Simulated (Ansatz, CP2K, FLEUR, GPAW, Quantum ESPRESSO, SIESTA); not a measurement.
Code comparison for BiSbPd2 (P-6m2, 4 atoms in the cell)

Self-consistent single point.

```yaml
crystal:
  lattice:
    - [4.13436, 0.00000, 0.00000]
    - [-2.06718, 3.58046, 0.00000]
    - [0.00000, 0.00000, 5.61679]
  atoms:
    - { symbol: Sb, position: [0.66667, 0.33333, 0.00000] }
    - { symbol: Bi, position: [0.00000, 0.00000, 0.50000] }
    - { symbol: Pd, position: [0.33333, 0.66667, 0.75651] }
    - { symbol: Pd, position: [0.33333, 0.66667, 0.24349] }
```

All programs got the same cell, k-point mesh and kind of occupations (in Ansatz's words: kpoints.mp_grid.grid = 6 6 4; scf.occupations.method = fermi_dirac; scf.occupations.width = 0.1 eV); potentials, basis and cutoffs are each program's usual ones.

```csv
code,model,pressure (GPa),largest force (eV/Å),k-points,cutoff
GPAW,"PBEsol, GPAW PAW datasets PBEsol (made by gpaw-setup)",2.00,0.017,21,600 eV
CP2K,"PBEsol, GPW, DZVP-MOLOPT-SR-GTH basis, GTH-PBE potentials (GTH_POTENTIALS)",6.75,0.029,76,grid 500 Ry
FLEUR,"PBEsol, all-electron FLAPW (FLEUR), scalar-relativistic valence",–,0.010,21,Kmax 4.3 1/bohr
SIESTA,"GGA PBEsol, numerical atomic orbitals DZP, PseudoDojo PBEsol standard norm-conserving potentials (rewritten from UPF to PSML)",2.34,0.058,89,grid 400 Ry
Quantum ESPRESSO,"PBEsol, PseudoDojo standard norm-conserving (PBESOL) pseudopotentials",2.08,0.015,21,85 Ry
Ansatz,"PBEsol, PAW files made with PBE",2.12,0.011,21,420 eV
```

A dash marks a value that a program does not give, or that is left out as unsure.

The spread over the programs that give each value: pressure within 4.75 GPa; largest force within 0.048 eV/Å.

The starting cell comes from a database of computed structures (which also holds hypothetical and non-ambient phases and stackings), without a prior relaxation at this level. Its lattice was rescaled by a random factor within 2.5 % of one. On Ansatz's run: Spin-orbit coupling is off. Spin polarisation is off.

### Question
Why do the programs differ, and what cannot be compared?

### Answer
Differences of this kind can come from the potentials, where these differ, and from what each basis and cutoff leave unconverged. The valence holds different numbers of electrons (GPAW 62, CP2K 46, FLEUR 62, SIESTA 66, Quantum ESPRESSO 66, Ansatz (a first-principles code) 66). The zero of total energies and Fermi levels follows the potentials and each program's conventions, so they are not compared here. CP2K and SIESTA use small atom-centred bases, whose incompleteness enters pressures, forces and empty levels differently from a plane-wave cutoff. FLEUR treats all electrons, but the usual bases taken here (sphere radii, linearisation, local orbitals, empty states) were not tested for convergence, so the values are no reference for the others. Ansatz's pressure is given at a fixed set of plane waves, as the other plane-wave codes print theirs. The programs reduce the same mesh by symmetry to different extents, which changes the work and not the result. In the pressure, CP2K (by 4.67) lies more than 1 GPa from the median of the plane-wave programs.

Left out of this page: ABINIT (with a known weakness of the program); Elk (not drawn, or without a comparable value).

Keys are those of Ansatz 0.2.
